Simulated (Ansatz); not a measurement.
Start from TiC in the rock salt structure (space group Fm-3m, No. 225; a = 4.3278 Å; relaxed with 0.1 eV smearing). Axes: x, y, z lie along the cube axes.

All numbers come from r2SCAN in Ansatz (plane waves to 500 eV, PAW, scalar-relativistic without spin-orbit coupling).

The change: uniaxial strain ε_zz = +0.50 %, all other strain components held at zero, atoms relaxed at fixed cell.

Question: Estimate the effect on the energy relative to the base.

Answer: The energy grows by 0.4 meV/atom.

Question: Estimate the effect on the stress.

Answer: The stress (xx, yy, zz, yz, xz, xy; compression positive) amounts to (-0.6, -0.6, -2.6, 0.0, 0.0, 0.0) GPa.

No phonon test of stability was made. The final runs are not spin-polarised.

Ansatz is a quantum-chemistry and plane-wave program.
